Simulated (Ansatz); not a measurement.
**Ta, response to strain**

The reference is Ta in the bcc (W type) structure (space group Im-3m, No. 229; a = 3.254 Å; relaxed with 0.1 eV smearing). Axes: x, y, z lie along the cube axes.

Strains are applied to the cell and any free atomic positions relax; under biaxial strain the out-of-plane vector relaxes too.

Calculations: Ansatz (an electronic-structure program), LDA, PAW, cutoff 420 eV, no spin-orbit coupling.

Notes on the quantities. energy relative to the base: free energy F.

| biaxial strain, plane normal [001], relaxed out of plane (%) | energy relative to the base (meV/atom) |
|---|---|
| 0 | 0.0 |
| 0.5 | 0.7 |
| 1 | ? |
| 1.5 | 6.2 |
| 2 | 10.8 |
| 2.5 | 16.4 |
| 3 | 22.9 |

Task: Fit ΔE = Aε² + Bε³ (ε in %) to the rows shown and predict the withheld row.

Result: Least squares on the printed values gives A = 3.00 and B = -0.15 meV/atom (largest residual 0.0 meV/atom); this predicts 2.8 meV/atom, and the run gives 2.8 meV/atom, in agreement.

Stability against distortions was not tested. The final runs are not spin-polarised.
